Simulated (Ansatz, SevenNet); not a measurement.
**Cubic perovskite CsPbCl₃ (cubic high-temperature phase): properties by level of theory**

```
level (code)   lattice parameter a (Å)  elastic constant C11 (GPa)  elastic constant C44 (GPa)  polycrystal shear modulus (GPa)
-------------  -----------------------  --------------------------  --------------------------  -------------------------------
SevenNet-0                       5.741                  (withheld)                        8.10                             11.0
LDA (Ansatz)                (withheld)                        70.9                  (withheld)                             10.6
PBE0 (Ansatz)                    5.705                  (withheld)                        5.34                       (withheld)
```

### Question
Fill in the missing entries.

### Answer

- SevenNet-0, elastic constant C11 (GPa): 48.1
- LDA (Ansatz, a quantum-chemistry and plane-wave program), lattice parameter a (Å): 5.521
- LDA (Ansatz), elastic constant C44 (GPa): 4.14
- PBE0 (Ansatz), elastic constant C11 (GPa): 53.1
- PBE0 (Ansatz), polycrystal shear modulus (GPa): 9.91

Caveats: the relaxation could not lower the start's symmetry, so the cell can be a saddle point above a distorted one (SevenNet-0, LDA, PBE0). Ansatz's density-functional and Hartree–Fock values are scalar-relativistic unless marked +SOC, with PAW data made under PBE.

Computed values are for the static lattice.
